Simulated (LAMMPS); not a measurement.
An MD run on a melt made from Cu (fcc), 2048 atoms, at 2170 K and 0 GPa, brought to that temperature within a few picoseconds.

All values are model results, not measurements: classical MD, pair style adp, file AlCu.adp, run in LAMMPS.

```
angle (°)  probability per degree, Cu-Cu-Cu
---------  --------------------------------
31.50                                0.0000
34.50                                0.0001
37.50                                0.0011
40.50                                0.0036
43.50                                0.0069
46.50                                0.0097
49.50                                0.0115
52.50                                0.0126
55.50                                0.0126
58.50                                0.0118
61.50                                0.0108
64.50                                0.0095
67.50                                0.0085
70.50                                0.0079
73.50                                0.0076
76.50                                0.0072
79.50                                0.0073
82.50                                0.0074
85.50                                0.0078
88.50                                0.0082
91.50                                0.0087
94.50                                0.0091
97.50                                0.0094
100.5                                0.0097
103.5                                0.0097
106.5                                0.0099
109.5                                0.0097
112.5                                0.0092
115.5                                0.0088
118.5                                0.0085
121.5                                0.0082
124.5                                0.0078
127.5                                0.0074
130.5                                0.0069
133.5                                0.0064
136.5                                0.0062
139.5                                0.0059
142.5                                0.0054
145.5                                0.0052
148.5                                0.0049
151.5                                0.0043
154.5                                0.0041
157.5                                0.0036
160.5                                0.0032
163.5                                0.0028
166.5                                0.0022
169.5                                0.0018
172.5                                0.0012
175.5                                0.0008
178.5                                0.0002
```

Read from the full data:
- state found: liquid
- most common Cu-Cu-Cu angle: at the 3° bin centred on 55.5°, after smoothing over three bins (mean of all 96°)
